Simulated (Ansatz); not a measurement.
Levels about the gap of amorphous Hf$_{18}$O$_{33}$N$_{2}$ (53 atoms in a cell of 682 Å³, 9.17 g/cm³; zone centre alone, so wide bands show as single levels with stretches between that a denser mesh fills), at the geometry that PBE relaxed, where it gives -1.1 GPa on a denser mesh. The participation number counts the atoms over which a state spreads; weights are charges in smoothed Voronoi cells. The levels come from a single point, so bond lengths are those of that geometry. Method of the levels: PBE, scalar-relativistic without spin-orbit coupling (Ansatz, a first-principles code). Sampling: the zone centre alone; Fermi-Dirac width 0.02 eV; no spin polarisation. At PBE the levels at the filled edge of the gap are localised (band-tail or defect states), and the nearest spread-out levels lie 3.7 eV apart at the zone centre.

Preparation: random packing, a CHGNet melt and quench, and a DFT relaxation. O and N atoms were pushed apart under 1.9 Å during the dynamics, to hinder bonds among them. The hot cell started wider than the set density and was brought back towards it in steps. It is the lowest in DFT energy of 2 quenches. It is a model cell: composition and starting density were chosen by hand, and all elements were melted together. No dispersion term was used. Its density started from a set value of 9.17 and ended at 9.17 g/cm³. The simulated quench (nominally 450 K/ps over its main leg) is rapid and tends to freeze in more defects than a deposited or slowly cooled glass has. A cell of this size samples the disorder only roughly. The volume was held where the preparation left it and the shape relaxed, at a PBE pressure of -1.1 GPa (tension). Stress components on the final sampling reach 1.1 GPa.

```csv
"E - E(highest filled), eV",filling,participation number,largest on,weight O,weight Hf,weight N
-0.81,filled,12.1,"N, 4 neighbours",0.65,0.09,0.26
-0.68,filled,13.9,"O, 3 neighbours",0.74,0.09,0.17
-0.60,filled,16.4,"O, 3 neighbours",0.80,0.07,0.13
-0.56,filled,17.4,"N, 4 neighbours",0.70,0.08,0.22
-0.42,filled,7.6,"N, 4 neighbours",0.43,0.13,0.44
-0.34,filled,7.6,"N, 4 neighbours",0.58,0.10,0.32
0.00,filled,4.9,"N, 4 neighbours",0.24,0.14,0.62
3.37,empty,38.2,"Hf, 6 neighbours",0.42,0.54,0.04
3.48,empty,25.9,"Hf, 7 neighbours",0.36,0.60,0.05
3.58,empty,27.3,"Hf, 6 neighbours",0.35,0.61,0.04
3.64,empty,20.0,"Hf, 7 neighbours",0.39,0.58,0.04
3.78,empty,30.2,"Hf, 7 neighbours",0.38,0.60,0.02
3.82,empty,22.8,"Hf, 6 neighbours",0.34,0.63,0.04
3.92,empty,26.7,"Hf, 7 neighbours",0.36,0.62,0.02
```

Most localised among these is the filled level at +0.00 eV, on a N atom, which has 4 neighbours (Hf 2.04 Å, Hf 2.14 Å, Hf 2.23 Å, Hf 2.42 Å).
